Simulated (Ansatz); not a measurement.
# A computed series for SiC: pressure series

Base system: SiC in the wurtzite structure (space group P6_3mc, No. 186; a = 3.056 Å, c = 5.016 Å).

Cell and atoms are relaxed at each pressure.

The values are results of LDA (Ansatz, a quantum-chemistry and plane-wave program; PAW; 420 eV plane waves; scalar-relativistic without spin-orbit coupling), not measurements.

| P (GPa) | V (Å³/atom) |
|---|---|
| -2.00 | 10.234 |
| -0.99 | 10.189 |
| 0.89 | 10.106 |
| 2.10 | 10.054 |
| 4.50 | 9.955 |
| 9.00 | 9.782 |
| 15.00 | 9.571 |
| 30.00 | 9.122 |

A third-order Birch–Murnaghan fit to these points gives V₀ = 10.14 Å³/atom, B₀ = 231 GPa and B₀′ = 3.8. At pressure 30 GPa the volume is 89.9 % of V₀.

Between the base and pressure 15 GPa the gap moves from 2.13 eV to 2.03 eV, a mean slope of -7.0 meV/GPa.

Load acts through the strain it causes; cell and atoms are relaxed under it. No phonon test of stability was made. No other phases were tried under pressure.
